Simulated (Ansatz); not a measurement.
## NiSi2, response to strain

Take NiSi$_{2}$ (space group Fm-3m, No. 225; a = 5.4454 Å; not spin-polarised; relaxed with 0.1 eV smearing) as the base.

Strains are applied to the cell and any free atomic positions relax.

Method: Ansatz (an electronic-structure program), PBE, PAW, cutoff 420 eV, no spin-orbit coupling, earlier PAW set.

```csv
isotropic strain (%),pressure (GPa)
-4.62,28.6
-1.33,6.4
-0.97,4.5
0,0.0
1,?
2.91,-10.2
```

Q: Fit P = P₀ − Bδ + Cδ² with δ = (1 + ε)³ − 1 to the rows shown and predict the withheld row.

A: Least squares on the printed values gives P₀ = -0.2 GPa, B = 154 GPa, C = 484 GPa (largest residual 0.2 GPa); this predicts -4.5 GPa, and the run gives -4.0 GPa, 0.5 higher.

No phonon test of stability was made. Starting moments died away, wholly or in part, for the base; another magnetic solution may exist. All final runs are without spin polarisation.
